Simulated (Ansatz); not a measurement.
## CsCl-type PdIn: enthalpy of formation by level of theory

No measured value is used here.

Task: Put these levels in order of the enthalpy of formation that they give for CsCl-type PdIn, smallest first: HSE06 (Ansatz, a program for electronic structure), PBE (Ansatz), PBE-D3(BJ) (Ansatz).

Result: HSE06 (-0.723 eV/atom), PBE-D3(BJ) (-0.523 eV/atom), PBE (-0.486 eV/atom)

Density-functional levels without +SOC have no spin–orbit coupling, which shifts binding energies of heavy elements. HSE06: exact exchange on metals is sensitive to the k mesh and can open a false gap. Each level is taken at its own relaxed cell. Ansatz's density-functional and Hartree–Fock values are scalar-relativistic unless marked +SOC, with PAW data made under PBE.
